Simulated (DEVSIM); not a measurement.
Device: illuminated Si n-on-p cell, one wavelength, at 300 K.

```tsv
layer (left to right)	material	thickness (μm)	Nd (cm⁻³)	Na (cm⁻³)	τn (s)	τp (s)	absorption coefficient (cm⁻¹)
1	Si	0.400	4.8e18	-	1.7e-6	9.1e-7	4900
2	Si	40.0	-	8e16	1.9e-6	1.9e-6	4900
```

Left contact: ohmic, minority hole recombination velocity 5000 cm/s. Right contact: ohmic, minority electron recombination velocity 3e6 cm/s. Voltage is applied to the left contact. Recombination: SRH at mid-gap, radiative, Auger. Gap narrowing is on: ΔEg = 6.92 meV × (l + √(l² + 0.5)), l = ln(N/1.3e17 cm⁻³), shared equally by both band edges. Light enters at the left, 5.1e16 photons cm⁻² s⁻¹, one pass, no reflection. Mobility is μmin + (μ − μmin)/(1 + (N/Nref)^α).

This is a model device: material constants are rounded textbook-type values typed into the input, and sizes, dopings and lifetimes were drawn at random. Values at 300 K.

| parameter | Si |
|---|---|
| gap (eV) | 1.124 |
| affinity (eV) | 4.05 |
| permittivity | 11.7 |
| Nc (cm⁻³) | 2.86e19 |
| Nv (cm⁻³) | 3.1e19 |
| μn (cm²/Vs) | 1417 |
| μp (cm²/Vs) | 470 |
| μn,min | 52 |
| μp,min | 45 |
| Nref,n | 9.7e16 |
| Nref,p | 2.2e17 |
| αn | 0.68 |
| αp | 0.72 |
| B (cm³/s) | 4.7e-15 |
| Cn (cm⁶/s) | 2.8e-31 |
| Cp (cm⁶/s) | 9.9e-32 |

DEVSIM, 1D drift-diffusion, Boltzmann statistics, complete ionisation; no tunnelling, impact ionisation, image-force lowering or self-heating.

Problem. Give the current under light (generator sign).

Solution. 
```
V (V)  J (mA/cm²)
-----  ----------
0.00         7.75
0.08         7.75
0.16         7.74
0.24         7.74
0.32         7.74
0.42         7.72
0.44         7.70
0.46         7.65
0.48         7.55
0.50         7.32
0.52         6.85
0.54         5.82
0.56         3.60
0.58        -1.22
```
